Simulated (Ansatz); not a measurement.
**Amorphous Si$_{30}$N$_{36}$C$_{3}$**

Preparation: random packing, a CHGNet melt and quench, and a DFT relaxation. N atoms were pushed apart under 1.9 Å during the dynamics, to hinder bonds among them. The hot cell started wider than the set density and was brought back towards it in steps. It is the lowest in DFT energy of 2 quenches. It is a model cell: composition and starting density were chosen by hand, and all elements were melted together. No dispersion term was used.

Methods: PBE, scalar-relativistic without spin-orbit coupling (Ansatz, a quantum-chemistry and plane-wave program); r2SCAN, scalar-relativistic without spin-orbit coupling (Ansatz); HSE06, scalar-relativistic without spin-orbit coupling (Ansatz). Geometry, pressure, stress and energy are those of the PBE run. Its sampling: a 2×2×2 Γ-centred mesh; Fermi-Dirac width 0.02 eV; no spin polarisation. Other functionals are single points at the zone centre (r2SCAN at 500 eV; exact exchange cut at the cell's faces), free to take moments where seeds were set.

```yaml
number_of_atoms_in_the_cell: 69
Density (held, not predicted): 2.98 g/cm³
volume_per_atom: 11.17 Å³
Pressure on a 2×2×2 Γ-centred mesh: 3.27 GPa
Largest force and stress component on that mesh (the relaxation ran on the zone centre alone): 0.20 eV/Å and 5.4 GPa
Energy relative to beta Si3N4 + 6H silicon carbide (lowest mix at this level among the phases computed, not always the ambient ones): 0.465 eV/atom
Gap on a 2×2×2 Γ-centred mesh (PBE): 1.51 eV
Gap at the zone centre (PBE): 1.69 eV
Gap at the zone centre (r2SCAN): 1.97 eV
Gap at the zone centre (HSE06): 2.60 eV
```

Neighbours within Si-Si 2.60 Å, Si-N 2.24 Å, Si-C 2.19 Å, N-N 1.70 Å, N-C 1.76 Å, C-C 1.78 Å count as bonded. Two cations that share two anions don't count as bonded, nor two that share one unless they lie closer than Si-Si 2.38 Å, Si-C 2.00 Å, C-C 1.63 Å.

```json
{
 "Mean coordination of Si": "4.00 (3 with 3, 24 with 4, 3 with 5)",
 "Mean coordination of N": "3.08 (1 with 2, 31 with 3, 4 with 4)",
 "Mean coordination of C": "3.67 (1 with 3, 2 with 4)",
 "Mean Si-N bond": "1.776 Å (spread 0.089 Å, 108 counted)",
 "Mean Si-Si bond": "2.419 Å (spread 0.027 Å, 3 counted)"
}
```

Its density started from a set value of 2.98 g/cm³. The quench (nominally 380 K/ps over its main leg) was far faster than any real one, so the model tends to hold more defects than a real film. A cell of this size samples the disorder only roughly. The volume was held where the preparation left it, at a PBE pressure of 3.3 GPa. Stress components on the final sampling reach 5.4 GPa. On a 2×2×2 Γ-centred mesh force components of up to 0.20 eV/Å stay, since the relaxation ran on the zone centre alone.
